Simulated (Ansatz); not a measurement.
Electronic density of states of amorphous Si$_{30}$N$_{42}$Mg$_{3}$, density 2.97 g/cm³, on a 2×2×2 Γ-centred mesh with a Gaussian width of 0.1 eV; energies count from the Fermi level, whose place inside the gap is arbitrary. Cell and mesh are small, so fine structure isn't converged. The numbers are results of PBE, scalar-relativistic without spin-orbit coupling (plane waves to 420 eV, PAW; Ansatz, a quantum-chemistry and plane-wave program), not measurements. Sampling: a 2×2×2 Γ-centred mesh; Fermi-Dirac width 0.02 eV; no spin polarisation.

It comes from a melt-quench run on a machine-learned potential (CHGNet), relaxed afterwards by DFT. N atoms were pushed apart under 1.9 Å during the dynamics, to hinder bonds among them. The hot cell started wider than the set density and was brought back towards it in steps. It is the lowest in DFT energy of 2 quenches. It is a model cell: composition and starting density were chosen by hand, and all elements were melted together. No dispersion term was used. Its density started from a set value of 2.97 and ended at 2.97 g/cm³. The quench (nominally 380 K/ps over its main leg) was far faster than any real one, so the model tends to hold more defects than a real film. One small periodic cell is one sample of the glass; other quenches scatter about these values. The volume was held where the preparation left it and the shape relaxed, at a PBE pressure of 1.8 GPa. Stress components on the final sampling reach 2.0 GPa.

(E - EF (eV), states/(eV atom)): (-12.00, 0.00); (-11.90, 0.00); (-11.80, 0.00); (-11.70, 0.00); (-11.60, 0.00); (-11.50, 0.00); (-11.40, 0.00); (-11.30, 0.00); (-11.20, 0.00); (-11.10, 0.01); (-11.00, 0.05); (-10.90, 0.10); (-10.80, 0.17); (-10.70, 0.18); (-10.60, 0.14); (-10.50, 0.14); (-10.40, 0.21); (-10.30, 0.21); (-10.20, 0.16); (-10.10, 0.19); (-10.00, 0.24); (-9.90, 0.25); (-9.80, 0.22); (-9.70, 0.22); (-9.60, 0.27); (-9.50, 0.22); (-9.40, 0.23); (-9.30, 0.31); (-9.20, 0.28); (-9.10, 0.23); (-9.00, 0.24); (-8.90, 0.22); (-8.80, 0.20); (-8.70, 0.23); (-8.60, 0.18); (-8.50, 0.19); (-8.40, 0.19); (-8.30, 0.20); (-8.20, 0.23); (-8.10, 0.28); (-8.00, 0.27); (-7.90, 0.26); (-7.80, 0.27); (-7.70, 0.31); (-7.60, 0.35); (-7.50, 0.36); (-7.40, 0.37); (-7.30, 0.36); (-7.20, 0.34); (-7.10, 0.34); (-7.00, 0.37); (-6.90, 0.38); (-6.80, 0.39); (-6.70, 0.39); (-6.60, 0.39); (-6.50, 0.41); (-6.40, 0.40); (-6.30, 0.47); (-6.20, 0.46); (-6.10, 0.41); (-6.00, 0.45); (-5.90, 0.47); (-5.80, 0.43); (-5.70, 0.45); (-5.60, 0.43); (-5.50, 0.41); (-5.40, 0.45); (-5.30, 0.49); (-5.20, 0.49); (-5.10, 0.46); (-5.00, 0.49); (-4.90, 0.48); (-4.80, 0.47); (-4.70, 0.46); (-4.60, 0.45); (-4.50, 0.46); (-4.40, 0.41); (-4.30, 0.37); (-4.20, 0.35); (-4.10, 0.33); (-4.00, 0.35); (-3.90, 0.39); (-3.80, 0.41); (-3.70, 0.40); (-3.60, 0.48); (-3.50, 0.49); (-3.40, 0.45); (-3.30, 0.46); (-3.20, 0.46); (-3.10, 0.47); (-3.00, 0.47); (-2.90, 0.46); (-2.80, 0.43); (-2.70, 0.50); (-2.60, 0.49); (-2.50, 0.44); (-2.40, 0.50); (-2.30, 0.49); (-2.20, 0.48); (-2.10, 0.48); (-2.00, 0.43); (-1.90, 0.44); (-1.80, 0.41); (-1.70, 0.30); (-1.60, 0.22); (-1.50, 0.25); (-1.40, 0.13); (-1.30, 0.03); (-1.20, 0.00); (-1.10, 0.00); (-1.00, 0.00); (-0.90, 0.00); (-0.80, 0.00); (-0.70, 0.00); (-0.60, 0.00); (-0.50, 0.00); (-0.40, 0.00); (-0.30, 0.00); (-0.20, 0.00); (-0.10, 0.00); (0.00, 0.00); (0.10, 0.00); (0.20, 0.00); (0.30, 0.00); (0.40, 0.00); (0.50, 0.00); (0.60, 0.00); (0.70, 0.00); (0.80, 0.00); (0.90, 0.00); (1.00, 0.00); (1.10, 0.00); (1.20, 0.00); (1.30, 0.01); (1.40, 0.02); (1.50, 0.02); (1.60, 0.07); (1.70, 0.11); (1.80, 0.08); (1.90, 0.08); (2.00, 0.07); (2.10, 0.05); (2.20, 0.05); (2.30, 0.10); (2.40, 0.12); (2.50, 0.16); (2.60, 0.27); (2.70, 0.29); (2.80, 0.25); (2.90, 0.26); (3.00, 0.23); (3.10, 0.28); (3.20, 0.27); (3.30, 0.25); (3.40, 0.23); (3.50, 0.24); (3.60, 0.26); (3.70, 0.28); (3.80, 0.31); (3.90, 0.37); (4.00, 0.34); (4.10, 0.32); (4.20, 0.32); (4.30, 0.34); (4.40, 0.39); (4.50, 0.32); (4.60, 0.33); (4.70, 0.37)

The gap on this mesh is 2.75 eV; the broadening fills part of it in the curve.
